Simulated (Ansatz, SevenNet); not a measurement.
## Bi4Te3 (R-3m, No. 166, 7 atoms in the cell; start COD 9011203): properties by level of theory

```json
[
 {"level (code)": "SevenNet-0", "equilibrium lattice constant a (Å)": "(withheld)", "c axis length (Å)": "42.995"},
 {"level (code)": "LDA (Ansatz)", "equilibrium lattice constant a (Å)": "4.409", "c axis length (Å)": "(withheld)"},
 {"level (code)": "PBE-D3(BJ) (Ansatz)", "equilibrium lattice constant a (Å)": "(withheld)", "c axis length (Å)": "41.558"},
 {"level (code)": "r²SCAN (Ansatz)", "equilibrium lattice constant a (Å)": "4.467", "c axis length (Å)": "43.791"},
 {"level (code)": "r²SCAN+rVV10 (Ansatz)", "equilibrium lattice constant a (Å)": "4.448", "c axis length (Å)": "(withheld)"}
]
```

Q: Some entries are withheld; supply them.

A: 
- SevenNet-0, equilibrium lattice constant a (Å): 4.502
- LDA (Ansatz, an electronic-structure program), c axis length (Å): 41.006
- PBE-D3(BJ) (Ansatz), equilibrium lattice constant a (Å): 4.445
- r²SCAN+rVV10 (Ansatz), c axis length (Å): 42.734

Caveats: the relaxation could not lower the start's symmetry, so the cell can be a saddle point above a distorted one (SevenNet-0, r²SCAN). Ansatz's density-functional and Hartree–Fock values are scalar-relativistic unless marked +SOC, with PAW data made under PBE.

The computed numbers hold no vibrational or temperature effects.
